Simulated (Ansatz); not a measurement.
## TiC: response to strain

Consider TiC in the rock salt structure (space group Fm-3m, No. 225; a = 4.333 Å; relaxed with 0.1 eV smearing).

Strains are applied to the cell and any free atomic positions relax.

All numbers come from PBE in Ansatz (plane waves to 420 eV, PAW, scalar-relativistic without spin-orbit coupling).

Candidates:
(a) isotropic strain +2.50 %
(b) isotropic strain −1.50 %
(c) isotropic strain +1.50 %
(d) isotropic strain −2.50 %

Notes on the quantities. energy relative to the base: free energy F.

**Question.** Order them by energy relative to the base, lowest first.

**Answer.** (c) isotropic strain +1.50 % (+15 meV/atom), (b) isotropic strain −1.50 % (+17 meV/atom), (a) isotropic strain +2.50 % (+41 meV/atom), (d) isotropic strain −2.50 % (+48 meV/atom)

Stability against distortions was not tested. The final runs are not spin-polarised.

Ansatz is a quantum-chemistry and plane-wave program.
